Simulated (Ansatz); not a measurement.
**Effect of pressure 9 GPa on hypothetical P6_3/mmc SiS2**

Take SiS$_{2}$ in the 2H-MoS2 type structure (space group P6_3/mmc, No. 194; a = 3.224 Å, c = 12.153 Å; a hypothetical phase, not in the database extracts checked; layered, stacked along the Cartesian z axis) as the base.

The change: a hydrostatic pressure of 9 GPa.

Calculations: r2SCAN+rVV10, PAW, 500 eV (Ansatz, a program for electronic structure; scalar-relativistic without spin-orbit coupling). Settings: 17×17×4 k-points, 0.05 eV Fermi–Dirac smearing.

The volume per atom drops by 2.45 Å³ to 15.78 Å³ and the lattice parameter a drops by 0.074 Å (3.224 Å → 3.150 Å). The c/a ratio falls by 0.270 (3.769 → 3.499) and the shortest interatomic distance decreases by 0.0422 Å to 2.316 Å. The enthalpy H = E + PV relative to the base's energy is +0.94 eV/atom and the band gap stays zero.

Load acts through the strain it causes; cell and atoms are relaxed under it. No phonon test of stability was made. Competing high-pressure phases were not computed. All final runs are without spin polarisation. Gaps under 0.05 eV, about the width of the smearing, are given as zero. The zero or small gap of SiS2 can change with the level of theory.
